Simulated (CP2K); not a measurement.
# Short convergence ladders for In (I4/mmm, 1 atom in the cell)

```yaml
crystal:
  lattice:
    - [3.38754, 0.00000, 0.00000]
    - [0.25076, 3.37825, 0.00000]
    - [-1.81915, -1.68912, 2.30499]
  atoms:
    - { symbol: In, position: [0.00000, 0.00000, 0.00000] }
```

Base method: CP2K 2026.2 with PBE, GPW, DZVP-MOLOPT-SR-GTH basis, GTH-PBE potentials (GTH_POTENTIALS).

Base settings: CUTOFF = 500 Ry; REL_CUTOFF = 50 Ry; SMEAR/METHOD = FERMI_DIRAC; ELECTRONIC_TEMPERATURE = 1160.45 K; KPOINTS/SCHEME = MONKHORST-PACK 7 7 7; XC_FUNCTIONAL = PBE; In/BASIS_SET = DZVP-MOLOPT-SR-GTH; In/POTENTIAL = GTH-PBE-q13; METHOD = GPW; EPS_DEFAULT = 1e-11.

**The k-point mesh**

Moved along: GAMMA_CENTERED.

Only quantities that move along the ladder and can be compared are tabulated.

| KPOINTS/SCHEME | free energy less the last step's (meV/atom) | pressure (GPa) |
|---|---|---|
| MONKHORST-PACK 2 2 2 | -373.10 | -4.87 |
| MONKHORST-PACK 3 3 3 | 667.15 | 2.38 |
| MONKHORST-PACK 4 4 4 | 136.68 | 4.15 |
| MONKHORST-PACK 6 6 6 | -24.45 | 1.47 |
| MONKHORST-PACK 7 7 7 | 12.14 | 1.63 |
| MONKHORST-PACK 9 9 9 | 17.32 | 2.19 |
| MONKHORST-PACK 10 10 10 | 0.00 | 1.99 |

Coarsest KPOINTS/SCHEME that holds the pressure within 1 GPa of the last step, with all finer ones: MONKHORST-PACK 6 6 6; the step before is off by 2.2 GPa.

Coarsest KPOINTS/SCHEME that holds the free energy within 5 meV/atom: not settled: the last two steps still differ by 17 meV/atom, over half the tolerance, so the ladder does not show it.

**The k-point mesh at a smearing width of 0.02 eV**

In this ladder: ELECTRONIC_TEMPERATURE = 232.09 K. Moved along: GAMMA_CENTERED.

Only quantities that move along the ladder and can be compared are tabulated.

```tsv
KPOINTS/SCHEME	free energy less the last step's (meV/atom)	pressure (GPa)
MONKHORST-PACK 5 5 5	51.61	2.99
MONKHORST-PACK 6 6 6	-25.36	1.69
MONKHORST-PACK 7 7 7	11.45	1.61
MONKHORST-PACK 11 11 11	4.06	1.99
MONKHORST-PACK 13 13 13	0.00	2.03
```

Coarsest KPOINTS/SCHEME that holds the pressure within 0.5 GPa of the last step, with all finer ones: MONKHORST-PACK 6 6 6; the step before is off by 0.96 GPa.

Coarsest KPOINTS/SCHEME that holds the free energy within 5 meV/atom: not settled: the last two steps still differ by 4.1 meV/atom, over half the tolerance, so the ladder does not show it.

**The k-point mesh at a smearing width of 0.3 eV**

In this ladder: ELECTRONIC_TEMPERATURE = 3481.36 K. Moved along: GAMMA_CENTERED.

Only quantities that move along the ladder and can be compared are tabulated.

| KPOINTS/SCHEME | free energy less the last step's (meV/atom) | pressure (GPa) |
|---|---|---|
| MONKHORST-PACK 5 5 5 | 14.58 | 2.91 |
| MONKHORST-PACK 6 6 6 | -27.81 | 1.97 |
| MONKHORST-PACK 7 7 7 | 2.10 | 2.18 |
| MONKHORST-PACK 11 11 11 | -0.06 | 2.36 |
| MONKHORST-PACK 13 13 13 | 0.00 | 2.36 |

Coarsest KPOINTS/SCHEME that holds the free energy within 1 meV/atom of the last step, with all finer ones: MONKHORST-PACK 11 11 11; the step before is off by 2.1 meV/atom.

Coarsest KPOINTS/SCHEME that holds the pressure within 0.5 GPa of the last step, with all finer ones: MONKHORST-PACK 6 6 6; the step before is off by 0.55 GPa.

On the base run: the starting cell has typed, rounded lattice constants, without a prior relaxation at this level. Its lattice was rescaled by up to half a per cent. Values carry the incompleteness of an atom-centred basis.
